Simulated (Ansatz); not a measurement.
Consider PbO$_{2}$ in the rutile structure (space group P4_2/mnm, No. 136).

```
PbO2
1.0
    5.08163     0.00000     0.00000
    0.00000     5.08163     0.00000
    0.00000     0.00000     3.44364
Pb O
2 4
Cartesian
  0.00000   0.00000   0.00000
  2.54081   2.54081   1.72182
  1.56495   1.56495   0.00000
  4.10577   0.97586   1.72182
  0.97586   4.10577   1.72182
  3.51667   3.51667   0.00000
```

All numbers come from Ansatz (a program for electronic structure) PBE, no SOC.

Before the change:

- Pressure = 0.0 GPa
- Band gap = zero

One thing is altered: the cell is scaled by 1.0300 in all directions; the atoms relax in the strained cell.

### Question
What does the calculation give for the pressure after the change?

### Answer
The pressure (mean of the normal stresses, compression positive) goes from zero to -8.3 GPa.

### Question
Estimate the effect on the energy relative to the base.

### Answer
The energy increases by 39 meV/atom.

### Question
What happens to the largest internal atomic displacement?

### Answer
The largest internal atomic displacement is 0.019 Å.

### Question
How does this affect the band gap?

### Answer
The band gap remains zero.

Spin-orbit coupling, missing from the scalar runs, can matter with Pb. Stability against distortions was not tested. All final runs are without spin polarisation. The zero or small gap of PbO2 can change with the level of theory.
